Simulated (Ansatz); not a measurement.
Base system: PbTe in the rock salt structure (space group Fm-3m, No. 225; a = 6.3796 Å). Axes: x, y, z lie along the cube axes.

The values are results of LDA (Ansatz, a program for electronic structure, PAW, spin-orbit coupling left out), not measurements.

The change: biaxial strain −1.50 %, plane normal [001], relaxed out of plane (Cartesian); in-plane vectors clamped, the third vector and the atoms free.

**Question.** How does this affect the ratio −ε⊥/ε∥?

**Answer.** The ratio −ε⊥/ε∥ amounts to 0.06.

**Question.** What happens to the in-plane stress?

**Answer.** The mean in-plane stress (compression positive) amounts to +2.4 GPa.

Stability against distortions was not tested.
